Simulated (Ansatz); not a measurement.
Input:

```xyz
3
Lattice="2.9721 0.0000 0.0000 -1.4860 2.6535 0.0000 0.0000 0.0000 3.4977" Properties=species:S:1:pos:R:3 pbc="T T T"
Mg     0.0000     0.0000     0.0000
B      1.4860     0.8736     1.7488
B      0.0000     1.7800     1.7488
```

No spin polarisation.

Calculations: PBEsol (Ansatz, a quantum-chemistry and plane-wave program, PAW, scalar-relativistic without spin-orbit coupling). Settings: 22×22×17 k-points, 0.1 eV Fermi–Dirac smearing.

Question: Predict the band gap, stress and space group.

Answer: The band gap is zero and the stress (xx, yy, zz, yz, xz, xy; compression positive) is (13.4, 2.5, 1.3, 0.0, 0.0, 0.0) GPa. The space group is Cmmm (No. 65).

The cells carry an imposed strain or load. Stability against distortions was not tested. All final runs are without spin polarisation. The cell was made from MgB2 (space group P6/mmm, No. 191) by this change: uniaxial strain ε_xx = −3.00 %.
